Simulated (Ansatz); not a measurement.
Take HfSiO$_{4}$ (space group I4_1/amd, No. 141; a = 6.582 Å, c = 5.966 Å) as the base.

Method: plane-wave PAW DFT at the PBEsol level (Ansatz, a program for electronic structure, 420 eV), no SOC.

Before the change:

The pressure comes out as 0.00 GPa.

Now apply this change: an isotropic linear strain of +1.47 %, atoms relaxed at fixed cell.

Estimate the effect on the largest internal atomic displacement.

The largest internal atomic displacement comes out as 0.011 Å.

How does this affect the pressure?

The pressure (mean of the normal stresses, compression positive) goes from zero to -9.19 GPa.

No phonon test of stability was made.
